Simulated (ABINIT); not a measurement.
ABINIT is run on Ti3Ga (P6_3/mmc, 8 atoms in the cell), and the run fails. The aim is a self-consistent single point with DFT, LDA (PW92), plane waves, PAW (JTH v2.0 LDA PAW).

This input was run:

```
# Ti3Ga, JTH v2.0 LDA PAW
pp_dirpath "./"
pseudos "Ga.LDA_PW-JTH.xml, Ti.LDA_PW-JTH.xml"
acell 3*1.0
rprim
        10.7466269285   -0.0000000284    0.0000000000
        -5.3733134397    9.3068519393    0.0000000000
         0.0000000000    0.0000000000    8.7285126888
natom 8
ntypat 2
znucl 22 31
typat 1 1 1 1 1 1 2 2
xred
         0.1706000000    0.3412000000    0.7500000000
         0.8294000000    0.6588000000    0.2500000000
         0.8294000000    0.1706000000    0.2500000000
         0.1706000000    0.8294000000    0.7500000000
         0.6588000000    0.8294000000    0.7500000000
         0.3412000000    0.1706000000    0.2500000000
         0.6666666667    0.3333333333    0.7500000000
         0.3333333333    0.6666666667    0.2500000000
ecut 30
pawecutdg 60
pawxcdev 0
ixc 7
occopt 6
tsmear 0.05 eV
nband 61
kptopt 1
ngkpt 3 3 3
nshiftk 1
shiftk 0 0 0
nstep 80
tolvrs 1.0e-12
prtwf 0
prtden 0
prtvol 1
enunit 2
```

Log, with long lists cut:

```
...

--- !ERROR
src_file: m_chkinp.F90
src_line: 3967
mpi_rank: 0
message: |
    For pseudopotential 2  znucl from user input file=   3.1000E+01
    while znucl from pseudopotential file=  2.2000E+01
    Action: check znucl in input file, or check psp file. They must agree.
...

--- !ERROR
src_file: m_chkinp.F90
src_line: 4226
mpi_rank: 0
message: |
    Checking consistency of input data against itself gave 2 inconsistencies.
    The details of the problems can be found above (or in output or log file), in an earlier WARNING.
    In parallel, the details might not even be printed there. Then, try running in sequential to see the details.
...

 abinit_abort: decision taken to exit. Check above messages for more info
Abort(13) on node 0 (rank 0 in comm 0): application called MPI_Abort(MPI_COMM_WORLD, 13) - process 0

--- !ERROR
src_file: m_chkinp.F90
src_line: 3967
mpi_rank: 0
message: |
    For pseudopotential 1  znucl from user input file=   2.2000E+01
    while znucl from pseudopotential file=  3.1000E+01
    Action: check znucl in input file, or check psp file. They must agree.
...

--- !ERROR
src_file: m_chkinp.F90
src_line: 3967
mpi_rank: 0
message: |
    For pseudopotential 2  znucl from user input file=   3.1000E+01
    while znucl from pseudopotential file=  2.2000E+01
    Action: check znucl in input file, or check psp file. They must agree.
...

--- !ERROR
src_file: m_chkinp.F90
src_line: 4226
mpi_rank: 0
message: |
    Checking consistency of input data against itself gave 2 inconsistencies.
    The details of the problems can be found above (or in output or log file), in an earlier WARNING.
    In parallel, the details might not even be printed there. Then, try running in sequential to see the details.
...
```

Question: From the messages shown, name the fault and mend the input.

Answer: The fault is potential files assigned to the wrong elements; here the program stops on it instead of giving results. To fix it, match the files to the elements. The program stopped before any SCF iteration.

The sound input it was made from differs as follows (other fixes are possible):
```diff
-pseudos "Ga.LDA_PW-JTH.xml, Ti.LDA_PW-JTH.xml"
+pseudos "Ti.LDA_PW-JTH.xml, Ga.LDA_PW-JTH.xml"
```

With that input, the run converged in 16 iterations: free energy E − TS -13906.93 eV; Fermi level (on the code's own zero) 7.83 eV; pressure -7.32 GPa; largest force (vector length) 0.050 eV/Å (DFT, LDA (PW92), plane waves, PAW (JTH v2.0 LDA PAW)).

On the sound input: the starting cell comes from a database of computed structures (which also holds hypothetical and non-ambient phases and stackings), without a prior relaxation at this level. Spin polarisation is off. With a pressure of about -7 GPa the cell is away from its equilibrium volume at this level. Without a gap this mesh is coarse (it stands for a supercell whose shortest vector is 14 Å).
